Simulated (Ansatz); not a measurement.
## PBE against r2SCAN: WSi2, biaxial strain +4.36 %, plane normal [001], relaxed out of plane

Start from WSi2 (space group I4/mmm, No. 139; a = 3.2289 Å, c = 7.8697 Å; relaxed with 0.1 eV smearing). Axes: x, y, z lie along a, b, c of the conventional cell.

(Cell as relaxed with PBE.)

Levels (all Ansatz, a program for electronic structure, PAW): PBE (420 eV, no SOC); r2SCAN (500 eV, without spin-orbit coupling).

Each level relaxes its own structure.

```
base                      PBE    r2SCAN
-------------------  --------  --------
volume per atom      13.67 Å³  13.42 Å³
lattice parameter a   3.229 Å   3.211 Å
band gap                 zero      zero
```

It is then changed as follows: biaxial strain +4.36 %, plane normal [001], relaxed out of plane (Cartesian); in-plane vectors clamped, the third vector and the atoms free.

| quantity | PBE | r2SCAN |
|---|---|---|
| energy relative to the base (free energy F) | +73 meV/atom | (withheld) |
| mean in-plane stress (compression positive) | -18.0 GPa | (withheld) |
| out-of-plane strain | -1.29 % | (withheld) |

### Question
Given the PBE results, estimate those of r2SCAN.

### Answer

- energy relative to the base (free energy F), r2SCAN: +77 meV/atom
- mean in-plane stress (compression positive), r2SCAN: -19.3 GPa
- out-of-plane strain, r2SCAN: -1.23 %

PBE's energy relative to the base lies 3.7 meV/atom below r2SCAN's; PBE's in-plane stress lies 1.3 GPa above r2SCAN's; PBE's out-of-plane strain lies 0.06 % below r2SCAN's. Neither level is exact; r2SCAN is the comparison here, not a measurement.

Whether these cells are dynamically stable was not tested. The final runs are not spin-polarised.
